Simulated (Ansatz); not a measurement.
Take BeTe in the rock salt structure (space group Fm-3m, No. 225; a hypothetical phase, not in the database extracts checked) as the base.

```yaml
crystal:
  lattice:
    - [0.00000, 2.65093, 2.65093]
    - [2.65093, 0.00000, 2.65093]
    - [2.65093, 2.65093, 0.00000]
  atoms:
    - { symbol: Te, position: [0.00000, 0.00000, 0.00000] }
    - { symbol: Be, position: [0.50000, 0.50000, 0.50000] }
```

Cartesian axes are those of the cell as printed.

Level of theory: PBEsol/PAW in Ansatz (a quantum-chemistry and plane-wave program), no SOC.

Before the change:

* **Shortest interatomic distance**: 2.651 Å
* **Band gap**: zero

One thing is altered: a free-standing slab of 6 layers (12 atoms, 2 a layer) is cut normal to the z axis, with 15 Å of vacuum and the in-plane cell held at bulk.

Problem. What does the calculation give for the excess energy per area of both faces, shortest interatomic distance and band gap after the change?

Solution. The excess energy per area of both faces (slab less bulk energy over the cell's area: twice a surface energy) amounts to 0.3 J/m² (uncertain by up to 0.1 J/m²); the shortest interatomic distance decreases by 0.234 Å, from 2.651 Å to 2.417 Å; the band gap is still zero.

Slab and bulk use different k-meshes, which limits the precision of the excess energy. Stability against distortions was not tested. All final runs are without spin polarisation.
